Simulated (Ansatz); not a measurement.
The starting structures come from a database of crystals and need not be the phases stable at ambient conditions.

## Evanescent states of K₃H₅Pt (P4/mbm, not sure to be the ambient phase, 18 atoms a cell, 16.7 Å³ an atom) along the normal of (001)

The numbers are results of r2SCAN (plane waves, PAW; Ansatz, a quantum-chemistry and plane-wave program), not measurements.

No gap correction and no spin-orbit coupling; mid-gap values are interpolated between computed energies.

Energies count from the valence-band top; κ is the least over a 4×4 mesh across the current.

```json
[
 {"E (eV)": "0.09", "κ (1/Å)": "0.187", "where": "Γ"},
 {"E (eV)": "0.26", "κ (1/Å)": "0.291", "where": "Γ"},
 {"E (eV)": "0.42", "κ (1/Å)": "0.345", "where": "Γ"},
 {"E (eV)": "0.59", "κ (1/Å)": "0.380", "where": "Γ"},
 {"E (eV)": "0.77", "κ (1/Å)": "0.405", "where": "Γ"},
 {"E (eV)": "0.94", "κ (1/Å)": "0.423", "where": "Γ"},
 {"E (eV)": "1.10", "κ (1/Å)": "0.434", "where": "Γ"},
 {"E (eV)": "1.27", "κ (1/Å)": "0.434", "where": "Γ"},
 {"E (eV)": "1.45", "κ (1/Å)": "0.432", "where": "Γ"},
 {"E (eV)": "1.61", "κ (1/Å)": "0.430", "where": "Γ"},
 {"E (eV)": "1.78", "κ (1/Å)": "0.427", "where": "Γ"},
 {"E (eV)": "1.96", "κ (1/Å)": "0.424", "where": "Γ"},
 {"E (eV)": "2.12", "κ (1/Å)": "0.420", "where": "Γ"},
 {"E (eV)": "2.29", "κ (1/Å)": "0.415", "where": "Γ"},
 {"E (eV)": "2.46", "κ (1/Å)": "0.409", "where": "Γ"},
 {"E (eV)": "2.63", "κ (1/Å)": "0.402", "where": "off Γ"},
 {"E (eV)": "2.81", "κ (1/Å)": "0.370", "where": "off Γ"},
 {"E (eV)": "2.98", "κ (1/Å)": "0.329", "where": "off Γ"},
 {"E (eV)": "3.15", "κ (1/Å)": "0.275", "where": "off Γ"},
 {"E (eV)": "3.31", "κ (1/Å)": "0.197", "where": "off Γ"}
]
```

Task: How thick must the barrier be to attenuate the transmission by 10^4 when the electrodes' Fermi level lies at 2.98 eV, and what attenuation does that film give at 3.15 eV?

Result: d = 4 ln 10 / (2 × 0.329) = 14.0 Å. At 3.15 eV it gives 4 × 0.275/0.329 = 3.3 decades.
